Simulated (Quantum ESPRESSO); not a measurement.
# How far to go with shifted k-point meshes: SnO (P4mm, 4 atoms in the cell)

```
CELL_PARAMETERS angstrom
      3.78100     0.00000     0.00000
      0.00000     3.78100     0.00000
      0.00000     0.00000     4.81580
ATOMIC_POSITIONS crystal
  Sn 0.50000 0.00000 0.77238
  Sn 0.00000 0.50000 0.23800
  O  0.50000 0.50000 0.00000
  O  0.00000 0.00000 0.00000
```

Computed with PBEsol, GBRV 1.5 ultrasoft (PBESOL) pseudopotentials (plane waves; Quantum ESPRESSO).

Base settings: ecutwfc = 40 Ry; ecutrho = 200 Ry; occupations = smearing; smearing = fermi-dirac; degauss = 0.00147 Ry; potentials = {Sn: sn_pbesol_v1.4.uspp.F.UPF, O: o_pbesol_v1.2.uspp.F.UPF}; K_POINTS = automatic 5 5 3 0 0 0; conv_thr = 1e-11 Ry; mixing_beta = 0.4.

Only quantities that move along the ladder and can be compared are tabulated.

The count of work is k-points × plane waves × bands × iterations; it is no time. Core times come from one kind of shared machine, to one figure; runs under 30 s give none.

The starting cell has typed, rounded lattice constants, without a prior relaxation at this level. Its lattice was rescaled by up to half a per cent. One atom was moved a little off its site on purpose. In the base run, with a pressure of about 4 GPa the cell is away from its equilibrium volume at this level. In the base run, forces exceed 1 eV/Å.

| K_POINTS | free energy less the last step's (meV/atom) | pressure (GPa) | largest difference of a force vector from the last step's (eV/Å) | count of work / last | core time / last (rough) |
|---|---|---|---|---|---|
| automatic 2 2 1 1 1 1 | 83.00 | 5.62 | 0.068 | 0.0021 | – |
| automatic 2 2 2 1 1 1 | 50.57 | 4.61 | 0.135 | 0.0020 | – |
| automatic 3 3 2 1 1 1 | 9.30 | 3.92 | 0.046 | 0.0064 | – |
| automatic 3 3 3 1 1 1 | 10.34 | 4.01 | 0.115 | 0.013 | – |
| automatic 4 4 3 1 1 1 | -1.06 | 3.52 | 0.018 | 0.012 | – |
| automatic 5 5 4 1 1 1 | -0.30 | 3.48 | 0.000 | 0.032 | – |
| automatic 6 6 5 1 1 1 | 0.05 | 3.51 | 0.002 | 0.038 | – |
| automatic 7 7 6 1 1 1 | 0.06 | 3.51 | 0.001 | 0.064 | 0.2 |
| automatic 8 8 6 1 1 1 | 0.01 | 3.51 | 0.001 | 0.068 | 0.2 |
| automatic 8 8 7 1 1 1 | 0.01 | 3.51 | 0.001 | 0.090 | 0.2 |
| automatic 9 9 7 1 1 1 | 0.00 | 3.51 | 0.000 | 0.13 | 0.3 |
| automatic 10 10 8 1 1 1 | 0.00 | 3.51 | 0.001 | 0.14 | 0.4 |
| automatic 11 11 9 1 1 1 | 0.00 | 3.51 | 0.000 | 0.21 | 0.4 |
| automatic 13 13 10 1 1 1 | 0.00 | 3.51 | 0.000 | 0.34 | 0.7 |
| automatic 14 14 11 1 1 1 | 0.00 | 3.51 | 0.000 | 0.38 | 0.4 |
| automatic 15 15 12 1 1 1 | 0.00 | 3.51 | 0.000 | 0.52 | 1 |
| automatic 17 17 13 1 1 1 | 0.00 | 3.50 | 0.000 | 0.72 | 2 |
| automatic 19 19 15 1 1 1 | 0.00 | 3.51 | 0.000 | 1.0 | 1 |

Coarsest K_POINTS that holds the forces within 0.01 eV/Å of the last step, with all finer ones: automatic 5 5 4 1 1 1, at 0.032 of the last step's count of work; the step before is off by 0.018 eV/Å.

Coarsest K_POINTS that holds the pressure within 0.1 GPa of the last step, with all finer ones: automatic 4 4 3 1 1 1, at 0.012 of the last step's count of work; the step before is off by 0.50 GPa.

Coarsest K_POINTS that holds the free energy within 0.5 meV/atom of the last step, with all finer ones: automatic 5 5 4 1 1 1, at 0.032 of the last step's count of work; the step before is off by 1.1 meV/atom.
